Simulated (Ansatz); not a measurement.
## Band gap of PbS (within 0.1 Å of Fm-3m, No. 225, 8 atoms in the cell; start mp-21276) at several levels of theory

No measured value is used here.

```
level (code)      value (eV)
----------------  ----------
HSE06 (Ansatz)             …
PBE0 (Ansatz)           1.31
r²SCAN0 (Ansatz)        1.50
```

Q: Complete the blanks.

A: 
- HSE06 (Ansatz, a program for electronic structure), value (eV): 0.74

Computed values are for a static lattice. Levels without +SOC have no spin–orbit coupling; where heavier elements are present it shifts gaps, mostly down, and can invert bands.  Values are at the PBEsol cell. Cutoffs differ between the levels. Ansatz's density-functional and Hartree–Fock values are scalar-relativistic unless marked +SOC, with PAW data made under PBE.

A start named mp-… is a Materials Project structure, which need not be a measured phase.
